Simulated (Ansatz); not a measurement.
# S on the 1x1 (110) surface of zinc-blende GaAs (cut with top plane As + Ga), one in a 1x1 cell, started at the site 'bridge As-Ga (span 5.0 Å)'

Host crystal: zinc-blende GaAs, with a band gap (PBE, scalar-relativistic without spin-orbit coupling).

Calculation: PBE (plane waves to 420 eV, PAW; Ansatz, a first-principles code).

Set-up: 11 atoms, 8.6 Å thick at the start under the adsorbate (thin: gaps and levels are the slab's own); mesh 6x4x1; 0.01 eV smearing; dipole correction on; 4 atoms held, the rest relaxed; no symmetry held; spin-polarised, no spin-orbit, no U, no dispersion correction. The starting moment vanished. At the end it is bonded to As + Ga. In PBE it is, or lies within 0.03 eV of, the lowest of the starts that converged.

The energy of the end state, in which the adsorbate rearranged the host, against ⅛ S8(g) comes out as -0.014 eV and the gap of the slab on its k-mesh is 0.48 eV. The highest filled level below the top vacuum level comes out as 5.46 eV. The change of the step from the bottom to the top vacuum level, against the clean slab is 0.68 eV, the energy released by relaxation comes out as 1.36 eV and the height of the binding atom over the mean of the host atoms within 0.3 Å of the top one is 122.1 pm. The magnetic moment of the cell is 0.00 μB. The largest move of a host atom is 1.18 Å and the caution is the host itself rearranges in this cell, so the energy holds part of a reconstruction. The note is in the relaxation the adsorbate left its starting site by 0.6 Å and the cost is very roughly 14 core-minutes.

A negative adsorption energy means that the adsorbate is more stable on the surface than in its reference.
